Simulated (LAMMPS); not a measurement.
An MD run on a melt made from Cu (fcc) with 25 % of Cu sites Au, 4000 atoms, at 1560 K and 0 GPa, brought to that temperature within a few picoseconds.

Level of theory: classical MD, pair style eam, the elements' _u3.eam files (universal-3 set of Foiles, Baskes and Daw); code LAMMPS.

```tsv
frequency (THz)	spectral density (1/THz), total	spectral density (1/THz), Au	spectral density (1/THz), Cu
0.06350	0.1414	0.0703	0.0711
0.3175	0.1401	0.0688	0.0713
0.5715	0.1423	0.0696	0.0727
0.8265	0.1508	0.0750	0.0758
1.080	0.1603	0.0800	0.0803
1.334	0.1663	0.0812	0.0850
1.588	0.1707	0.0800	0.0907
1.842	0.1714	0.0751	0.0963
2.096	0.1679	0.0675	0.1003
2.351	0.1641	0.0587	0.1054
2.606	0.1614	0.0498	0.1116
2.859	0.1591	0.0423	0.1168
3.114	0.1549	0.0354	0.1195
3.367	0.1492	0.0290	0.1202
3.622	0.1464	0.0239	0.1225
3.877	0.1449	0.0201	0.1248
4.130	0.1404	0.0176	0.1227
4.385	0.1334	0.0152	0.1181
4.639	0.1260	0.0124	0.1136
4.893	0.1202	0.0101	0.1101
5.146	0.1136	0.0085	0.1051
5.402	0.1060	0.0071	0.0989
5.655	0.0988	0.0059	0.0929
5.909	0.0894	0.0049	0.0845
6.163	0.0790	0.0039	0.0751
6.418	0.0701	0.0031	0.0670
6.671	0.0617	0.0026	0.0591
6.927	0.0542	0.0022	0.0520
7.181	0.0469	0.0018	0.0451
7.434	0.0387	0.0015	0.0372
7.688	0.0314	0.0012	0.0302
7.942	0.0262	0.0010	0.0252
8.197	0.0220	0.0008	0.0212
8.451	0.0182	0.0007	0.0176
8.706	0.0150	0.0005	0.0144
8.960	0.0124	0.0004	0.0119
9.213	0.0105	0.0004	0.0101
9.468	0.0090	0.0003	0.0087
9.721	0.0077	0.0003	0.0074
9.976	0.0065	0.0002	0.0063
10.23	0.0055	0.0002	0.0053
10.48	0.0047	0.0002	0.0045
10.74	0.0040	0.0001	0.0039
10.99	0.0035	0.0001	0.0034
11.25	0.0030	0.0001	0.0029
11.50	0.0026	0.0001	0.0025
11.76	0.0023	0.0001	0.0022
12.01	0.0020	0.0001	0.0019
12.26	0.0017	0.0001	0.0017
12.52	0.0015	0.0000	0.0014
```

Read from the full data:
- state found: liquid
- mean frequency of the velocity spectrum: 3.5 THz

Caution: a run this short can hold a crystal over, or a liquid under, the potential's melting point.
